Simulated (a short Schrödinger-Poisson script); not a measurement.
**Gated Al0.33Ga0.67N/GaN polarisation-induced gas**

Structure: gated Al0.33Ga0.67N/GaN polarisation-induced gas, at 300 K.

```
layer       material  thickness (nm)  Na (cm⁻³)
-----  -------------  --------------  ---------
1      Al0.33Ga0.67N              20          -
2                GaN            6000       3e14
```

Constants are typed, rounded textbook-type inputs, not results; the design itself was drawn at random and stands for no fabricated device. Al0.33Ga0.67N: permittivity 9.3, conduction-band edge (eV) 0.462, gap (eV) 4.09, electron mass (mₑ) 0.24, Nv at 300 K (cm⁻³) 4.6e19. GaN: permittivity 9.5, conduction-band edge (eV) 0, gap (eV) 3.43, Nv at 300 K (cm⁻³) 4.6e19.

Channel valleys (confinement mass, in-plane density-of-states mass, number): Γ 0.2, 0.2, 1. At the gate the conduction-band edge of layer 1 lies 1.27 eV − eVg above the Fermi level of the channel; the field vanishes at the back. Sheet of polarisation charge: +1.6e13 e/cm² at 20 nm from the gate. The barrier under the gate holds no holes. Gaps are held at their typed values at every temperature. Mesh 0.08 nm at interfaces.

From a short Schrödinger-Poisson script (our own, NumPy): 1D Poisson equation in equilibrium, electrons quantum, Hartree plus LDA exchange-correlation (BenDaniel-Duke, 40 states a valley, the channel's in-plane mass for all, wave functions free to enter the barrier), parabolic valleys, classical holes, full ionisation, no traps, pinning or gate leakage.

```tsv
Vg (V)	electrons (cm⁻²)	in the channel layer	C (μF/cm²)	Γ E0 (meV)	Γ E1 (meV)
0.5	1.42e13	1.28e13	0.398	-149.1	5.3
0.1	1.32e13	1.20e13	0.397	-139.0	9.0
-0.3	1.22e13	1.13e13	0.395	-128.8	12.6
-0.7	1.12e13	1.04e13	0.394	-118.5	16.2
-1.1	1.02e13	9.59e12	0.393	-108.0	19.9
-1.5	9.23e12	8.74e12	0.392	-97.4	23.5
-1.9	8.25e12	7.87e12	0.390	-86.6	27.1
-2.3	7.28e12	6.98e12	0.389	-75.6	30.8
-2.7	6.31e12	6.09e12	0.387	-64.4	34.6
-3.1	5.35e12	5.19e12	0.385	-52.7	38.5
-3.5	4.39e12	4.29e12	0.383	-40.3	42.6
-3.9	3.44e12	3.38e12	0.379	-27.0	47.1
-4.3	2.50e12	2.46e12	0.374	-11.8	52.6
-4.7	1.58e12	1.56e12	0.364	7.3	60.3
-5.1	6.95e11	6.92e11	0.337	37.0	75.3
-5.5	2.08e10	2.08e10	0.0949	143.9	160.5
```

Gate voltages with under 1e6 electrons/cm² are left out.

Subbands count from the Fermi level.
